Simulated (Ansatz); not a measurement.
We consider SiGe (model structure, Pmma, No. 51, 4 atoms in the cell), described by G0W0@PBEsol (hard PAW, contour deformation; Ansatz, a program for electronic structure).

The same calculation (at the PBEsol cell, 21.298 Å³/atom) with different numerical settings; throughout: k mesh 2×2×2:

| run | response cutoff (eV) | empty bands | quasiparticle gap on the mesh (eV) | quasiparticle gap at Γ (eV) | rough time |
|---|---|---|---|---|---|
| 1 | 100 | 355 | 0.649 | 0.739 | 80 core-s |
| 2 | 150 | 653 | 0.703 | 0.797 | 6 core-min |
| 3 | 200 | 1005 | 0.715 | 0.810 | 10 core-min |
| 4 | 250 | 1405 | 0.730 | 0.827 | 50 core-min |
| 5 | 300 | 1847 | 0.740 | 0.837 | 50 core-min |

In the column quasiparticle gap at Γ (eV) the first row differs from the last by -0.098 and the next to last by -0.010.

The last row is no converged limit: other settings stay fixed.

Spin–orbit coupling is not included.

Note: filled d or f shells below the valence bands can shift G0W0 gaps through exchange with them, which wasn't tested here.

A model structure was made by putting elements into a prototype or built by hand; it is no filed structure, need not be a known phase, and can be a saddle point held by its symmetry.
